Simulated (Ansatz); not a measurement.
```xyz
5
Lattice="3.4631 1.9994 2.5059 -3.4631 1.9994 2.5059 0.0000 -3.9989 2.5059" Properties=species:S:1:pos:R:3 pbc="T T T"
Tl     0.0000     0.0000     7.0560
Pb     0.0000     0.0000     3.4615
F      0.0000    -1.6580     5.1546
F      1.4359     0.8290     5.1546
F     -1.4359     0.8290     5.1546
```

Relaxed-ion tensors in this frame from PBEsol density-functional theory in Ansatz (plane waves, PAW). Proper piezoelectric stress tensor e (C/m²):

```
 0.00   0.00   0.00   0.00   0.07   0.29
 0.29  -0.29   0.00   0.07   0.00   0.00
 0.37   0.37   0.22   0.00   0.00   0.00
```

Stiffness C (GPa):

```
47.4  34.4  16.2   6.2   0.0   0.0
34.4  47.4  16.2  -6.2   0.0   0.0
16.2  16.2  23.8   0.0   0.0   0.0
 6.2  -6.2   0.0  12.5   0.0   0.0
 0.0   0.0   0.0   0.0  12.5   6.2
 0.0   0.0   0.0   0.0   6.2   6.5
```

The cell was generated from a structure type, relaxed within its symmetry, and need not be the phase found at ambient conditions. Spin-orbit coupling is not included. Tl is the large-site (A) cation and Pb the one bonded closest to the anions (B).

Task: Obtain the piezoelectric strain tensor d.

Result: d = e S with S = C⁻¹, in pC/N:

```
  0.0    0.0    0.0    0.0  -31.4   74.5
 37.3  -37.3    0.0  -31.4    0.0    0.0
  3.7    3.7    4.2    0.0    0.0    0.0
```
At this level the polar cell without biaxial strain is unstable to a cell-doubling distortion (lowest mode away from Γ 60i cm⁻¹ on a 2×2×2 mesh), so it is not the ground state.

The PAW data sets were generated under PBE and serve the other functionals too.

Ansatz is a quantum-chemistry and plane-wave program.
